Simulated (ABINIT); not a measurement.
Worked example: self-consistent single point of GaAg₃ (Pm-3m, 4 atoms in the cell) in ABINIT.

Computed with PBEsol, PAW (JTH v2.0 PBE PAW, files made for PBE) (plane waves; ABINIT).

```
CELL_PARAMETERS angstrom
      4.02783     0.00000     0.00000
      0.00000     4.02783     0.00000
      0.00000     0.00000     4.02783
ATOMIC_POSITIONS crystal
  Ga 0.00000 0.00000 0.00000
  Ag 0.50000 0.00000 0.50000
  Ag 0.00000 0.50000 0.50000
  Ag 0.50000 0.50000 0.00000
```

Reference input (self-consistent single point, DFT, LDA (PW92), plane waves, PAW (JTH v2.0 LDA PAW)): pseudos = [Ga.LDA_PW-JTH.xml, Ag.LDA_PW-JTH.xml]; ecut = 20 Ha; pawecutdg = 40 Ha; ixc = 7; occopt = 3; tsmear = 0.05 eV; ngkpt = 11 11 11; nshiftk = 1; shiftk = 0 0 0; potentials = JTH v2.0 LDA PAW; nband = 30; kptopt = 1. This run's input differs from it in these lines:

```diff
@@ -1,4 +1,4 @@
-# GaAg3, JTH v2.0 LDA PAW
+# GaAg3, JTH v2.0 PBE PAW
 pp_dirpath "./"
-pseudos "Ga.LDA_PW-JTH.xml, Ag.LDA_PW-JTH.xml"
+pseudos "Ga.GGA_PBE-JTH.xml, Ag.GGA_PBE-JTH.xml"
 acell 4.0278350000 4.0278350000 4.0278350000 Angstrom
@@ -19,3 +19,3 @@
 pawecutdg 40
-ixc 7
+ixc -116133
 occopt 3
```

Its files differ too (potentials: JTH v2.0 LDA PAW → JTH v2.0 PBE PAW).

Log, with long lists cut:

```
--- !BeginCycle
solver: {iscf: 17, nstep: 50, nline: 4, wfoptalg: 10, }
tolerances: {toldfe: 1.00E-09, }
...

     iter   Etot(hartree)      deltaE(h)  residm     nres2
 ETOT  1  -193.58879021125    -1.936E+02 4.251E-01 1.566E+01
 ETOT  2  -193.78047793906    -1.917E-01 1.399E-02 3.053E+00
 ETOT  3  -193.76225512162     1.822E-02 5.125E-03 3.650E-02
 ETOT  4  -193.76234390584    -8.878E-05 6.835E-04 4.245E-03
 ETOT  5  -193.76232401168     1.989E-05 3.180E-04 1.974E-04
 ETOT  6  -193.76232350405     5.076E-07 5.313E-04 4.088E-05
 ETOT  7  -193.76232334558     1.585E-07 2.636E-04 8.544E-07
 ETOT  8  -193.76232334307     2.516E-09 3.509E-04 4.695E-08
 ETOT  9  -193.76232334279     2.763E-10 1.692E-04 4.968E-10
 ETOT 10  -193.76232334280    -3.865E-12 3.382E-04 1.496E-11
 At SCF step   10, etot is converged :
  for the second time, diff in etot=  3.865E-12 < toldfe=  1.000E-09

 Cartesian components of stress tensor (hartree/bohr^3)
  sigma(1 1)= -1.56491528E-05  sigma(3 2)=  0.00000000E+00
  sigma(2 2)= -1.56491528E-05  sigma(3 1)=  0.00000000E+00
  sigma(3 3)= -1.56491528E-05  sigma(2 1)=  0.00000000E+00

 ----iterations are completed or convergence reached----

 reduced coordinates (array xred) for    4 atoms
       0.000000000000      0.000000000000      0.000000000000
       0.500000000000      0.000000000000      0.500000000000
       0.000000000000      0.500000000000      0.500000000000
       0.500000000000      0.500000000000      0.000000000000
 cartesian forces (eV/Angstrom) at end:
    1     -0.00000000000000    -0.00000000000000    -0.00000000000000
   [... lines left out ...]
 Fermi (or HOMO) energy (hartree) =   0.18078   Average Vxc (hartree)=  -0.45031
 Fermi (or HOMO) energy (eV) =   4.91920   Average Vxc (eV)= -12.25348
   [... lines left out ...]
'-kT*entropy'       : -3.71949567497757E-04
total_energy        : -1.93762321275500E+02
total_energy_eV     : -5.27254090183229E+03
...

-Cartesian components of stress tensor (GPa)         [Pressure=  4.6041E-01 GPa]
- sigma(1 1)= -4.60413894E-01  sigma(3 2)=  0.00000000E+00
- sigma(2 2)= -4.60413894E-01  sigma(3 1)=  0.00000000E+00
- sigma(3 3)= -4.60413894E-01  sigma(2 1)=  0.00000000E+00

 Calculation completed.
```

The run converged in 10 iterations. 

The starting cell comes from a database of computed structures (which also holds hypothetical and non-ambient phases and stackings), without a prior relaxation at this level. Its lattice was rescaled by a random factor within 2.5 % of one. The potentials were made for another functional than the one used.

These are the values that this program gave, and no reference: the one-centre exchange-correlation terms come from a truncated expansion.

Cost on one core of a shared machine: roughly 2 min.
